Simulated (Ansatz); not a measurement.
Hypothetical P6_3/mmc PtSe2: pressure 9 GPa

The reference is PtSe₂ in the 2H-MoS2 type structure (space group P6_3/mmc, No. 194; a = 3.591 Å, c = 11.248 Å; a hypothetical phase, not in the database extracts checked; layered, stacked along the Cartesian z axis).

One thing is altered: cell and atoms relaxed at a pressure of 9 GPa.

All numbers come from Ansatz (a first-principles code) r2SCAN+rVV10, no SOC, earlier PAW set. k-mesh 15×15×4 (Γ-centred); smearing 0.05 eV (Fermi–Dirac).

```tsv
quantity	base	changed	shift
volume per atom	20.93 Å³	18.53 Å³	-2.40 Å³
density	9.34 g/cm³	10.55 g/cm³	+1.21 g/cm³
lattice parameter a	3.591 Å	3.467 Å	-0.124 Å
c/a ratio	3.133	3.080	-0.0523
shortest interatomic distance	2.554 Å	2.526 Å	-0.028 Å
enthalpy H = E + PV relative to the base's energy	–	+1.10 eV/atom	–
band gap	zero	zero	–
```

Final structure:

```
PtSe2
1.0
    3.46692     0.00000     0.00000
   -1.73346     3.00244     0.00000
    0.00000     0.00000    10.67956
Pt Se
2 4
Direct
  0.33333   0.66667   0.25000
  0.66667   0.33333   0.75000
  0.33333   0.66667   0.60578
  0.66667   0.33333   0.10578
  0.66667   0.33333   0.39422
  0.33333   0.66667   0.89422
```

Load acts through the strain it causes; cell and atoms are relaxed under it. No phonon test of stability was made. Competing high-pressure phases were not computed. The final runs are not spin-polarised. PtSe2 has a high density of states at the Fermi level and may be magnetic at this level.
